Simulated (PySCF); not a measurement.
PySCF 2.14.0, CCSD (frozen core)/cc-pvdz: C[SiH2]C1=CO[SiH2]1, 14 atoms. The geometry is a generated start, not checked to be a minimum at this level.

```yaml
task: ccsd
basis: cc-pvdz
two_electron_scheme: exact four-centre integrals
frozen_core: true
mf.init_guess: minao (default)
mf.DIIS: CDIIS (default)
mf.diis_space: 8 (default)
mf.conv_tol: 1e-09 (default)
basis functions (reference run): 132
```

On 4 threads, 1 BLAS thread. Build: conda-forge: OpenMP (GNU), OpenBLAS with its own threads, libcint, Libxc. Single runs; times are not shown.

Values of mol.max_memory tried: 8000 MB, 4000 MB, 2000 MB, 1000 MB, 500 MB, 300 MB, 200 MB.

Task: How low can the memory setting go, and what changes on the way?

Result: It runs down to 200 MB, the lowest tried, with the same result. At 8000 MB: SCF integrals in memory, transformation in memory. From 2000 MB down: SCF integrals in memory, transformation through a file. From 300 MB down: direct SCF, transformation through a file.

```csv
mol.max_memory,path,peak memory
8000 MB,"SCF integrals in memory, transformation in memory",1.5 GiB
4000 MB,"SCF integrals in memory, transformation in memory",1.5 GiB
2000 MB,"SCF integrals in memory, transformation through a file",1.7 GiB
1000 MB,"SCF integrals in memory, transformation through a file",1.7 GiB
500 MB,"SCF integrals in memory, transformation through a file",1.7 GiB
300 MB,"direct SCF, transformation through a file",1.4 GiB
200 MB,"direct SCF, transformation through a file",1.4 GiB
```

Peak memory is the kernel's count for the largest process, libraries included and scratch files not. The peak passes the setting at 1000 MB, 500 MB, 300 MB, 200 MB: it is no hard cap.
